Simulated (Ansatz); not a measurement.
Zinc-blende SrO (model structure), treated with PBEsol (Ansatz, an electronic-structure program, PAW).

Run with plane-wave cutoff 500 eV, 12×12×12 k mesh, Fermi–Dirac smearing 0.05 eV, scalar-relativistic PAW data made under PBE.

Cell (relaxed at this level):

```yaml
crystal:
  lattice:
    - [0.00000, 2.76952, 2.76952]
    - [2.76952, 0.00000, 2.76952]
    - [2.76952, 2.76952, 0.00000]
  atoms:
    - { symbol: Sr, position: [0.00000, 0.00000, 0.00000] }
    - { symbol: O, position: [0.25000, 0.25000, 0.25000] }
```

Problem. What does this level give for the band gap?

Solution. 
- band gap: 2.45 eV (on the SCF k mesh)

Note: the relaxation could raise the start's symmetry but not lower it, so the cell can be a saddle point.

Spin–orbit coupling is not included.

The computed numbers hold no vibrational or temperature effects.

A model structure was made by putting elements into a prototype or built by hand; it is no filed structure, need not be a known phase, and can be a saddle point held by its symmetry.
